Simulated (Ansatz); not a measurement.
Reference: RbBr (Fm-3m), PBEsol, rigid bands (plane waves, PAW, scalar-relativistic; Ansatz, a program for electronic structure); axes and stresses refer to this cell.

```yaml
crystal:
  lattice:
    - [0.00000, 3.42149, 3.42149]
    - [3.42149, 0.00000, 3.42149]
    - [3.42149, 3.42149, 0.00000]
  atoms:
    - { symbol: Rb, position: [0.00000, 0.00000, 0.00000] }
    - { symbol: Br, position: [0.50000, 0.50000, 0.50000] }
```

- Seebeck coefficient, n-type 1e19 cm⁻³: -178 μV/K
- band gap: 4.23 eV
- Seebeck coefficient, p-type 1e19 cm⁻³: 540 μV/K

Q: Change: spin-orbit coupling switched on. What happens to Seebeck coefficient, n-type 1e19 cm⁻³, band gap, Seebeck coefficient, p-type 1e19 cm⁻³?

A: Seebeck coefficient, n-type 1e19 cm⁻³ moves little, to -178 μV/K; band gap decreases to 4.06 eV; Seebeck coefficient, p-type 1e19 cm⁻³ shrinks to 474 μV/K.

Seebeck coefficients are for the stated density at 300 K, with one relaxation time for all states and whether or not that doping can be reached. Spin-orbit coupling is left out unless a row names it; without it hole values are far off for these elements. 

Formula and space group known from diffraction (Crystallography Open Database), not checked to be the room-temperature form: RbBr (Fm-3m).
